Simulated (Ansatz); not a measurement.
Start from ZnSe in the zinc blende structure (space group F-43m, No. 216).

```xyz
2
Lattice="0.0000 2.8327 2.8327 2.8327 0.0000 2.8327 2.8327 2.8327 0.0000" Properties=species:S:1:pos:R:3 pbc="T T T"
Se     4.2491     4.2491     4.2491
Zn     0.0000     0.0000     0.0000
```

Cartesian axes are those of the cell as printed.

Computed with Ansatz (an electronic-structure program) r2SCAN, no spin-orbit coupling.

Modification: every lattice vector is shortened by 0.49 %; the atoms relax in the strained cell.

Problem. Predict the stress tensor and what it implies for the stiffness.

Solution. Stress of the strained cell less that of the base (GPa, compression positive):
```
   0.99    0.00    0.00
   0.00    0.99    0.00
   0.00    0.00    0.99
```

Then B = −ΔP/(ΔV/V₀) with ΔV/V₀ = -0.0146 gives secant stiffness values (nonlinear terms included at this strain): B ≈ 68 GPa.

Whether these cells are dynamically stable was not tested.
